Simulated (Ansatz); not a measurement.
## O on the Se site (zinc-blende ZnSe host)

The numbers are results of PBE, PAW (plane waves to 420 eV; Ansatz, an electronic-structure program), not measurements. A supercell of 64 sites (2×2×2 repeats of a cell of 8 atoms) was used; the energies come from a 2×2×2 shifted sampling of its zone. Site at the start: the Se site. Energies of charged states are corrected for periodic images (point charge plus alignment at distant sites). Dielectric constants: PBE linear response of the host. Host gap at this level: 1.15 eV. These values are not converged in cell size to better than tenths of an eV. The semilocal functional narrows the gap, so deep levels can fall outside it. Spin–orbit coupling is left out. Each state is the lowest found from its start.

Formation energies E_f are given with the Fermi level at the valence-band maximum. Chemical conditions: Se-rich (Δμ(Se) = 0.00 eV, Δμ(O) = -1.42 eV, bounded by wurtzite ZnO; only phases computed here count, gases as isolated molecules at 0 K); Zn-rich (Δμ(Se) = -1.43 eV, Δμ(O) = -2.85 eV, bounded by wurtzite ZnO; only phases computed here count, gases as isolated molecules at 0 K). Reference phases: O: O2 molecule in a box, Se: trigonal Se.

Charges with a result: +1, 0, −1. Others weren't obtained, and one of them could lie lower, also by skipping a charge.

```csv
charge,moment (μB),largest move off a lattice site (Å),image correction with alignment (eV),"E_f, Se-rich (eV)","E_f, Zn-rich (eV)"
+1*,quenched,0.38,–,–,–
0,not spin-polarised,0.38,0.00,1.02,1.02
−1*,0.9,0.41,–,–,–
```

* At this level the carrier isn't localised at the defect: at charge +1 holes occupy the valence band; at charge −1 electrons occupy the conduction band. Such a state is shallow or no state of the defect, and this cell gives it no level.

Starting moments that weren't kept: charge +1 began with 1 μB and ended with 0.0.
